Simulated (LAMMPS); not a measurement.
An MD run on CdSe (zinc blende) with 50 % of Cd sites Hg, 4096 atoms, at 890 K and 0 GPa, heated as the crystal.

Method: classical MD, pair style sw, file CdTeZnSeHgS0.sw (LAMMPS).

| angle (°) | probability per degree, Se-Cd-Se | probability per degree, Se-Hg-Se |
|---|---|---|
| 79.50 | 0.0000 | 0.0000 |
| 82.50 | 0.0000 | 0.0001 |
| 85.50 | 0.0000 | 0.0002 |
| 88.50 | 0.0002 | 0.0007 |
| 91.50 | 0.0008 | 0.0023 |
| 94.50 | 0.0030 | 0.0055 |
| 97.50 | 0.0093 | 0.0121 |
| 100.5 | 0.0230 | 0.0258 |
| 103.5 | 0.0418 | 0.0392 |
| 106.5 | 0.0593 | 0.0560 |
| 109.5 | 0.0673 | 0.0615 |
| 112.5 | 0.0581 | 0.0518 |
| 115.5 | 0.0396 | 0.0380 |
| 118.5 | 0.0195 | 0.0230 |
| 121.5 | 0.0082 | 0.0103 |
| 124.5 | 0.0025 | 0.0046 |
| 127.5 | 0.0006 | 0.0015 |
| 130.5 | 0.0001 | 0.0004 |
| 133.5 | 0.0000 | 0.0001 |
| 136.5 | 0.0000 | 0.0001 |

The data show:
- state found: crystal; no diffusion seen in 30 ps
- most common Se-Cd-Se angle: in the 3° bin centred on 109.5° (mean of all 109°)
- most common Se-Hg-Se angle: in the 3° bin centred on 109.5° (mean of all 109°)

Caution: the random arrangement on this lattice is imposed, and need not be a phase that exists in equilibrium. Caution: a run this short can hold a crystal over, or a liquid under, the potential's melting point.
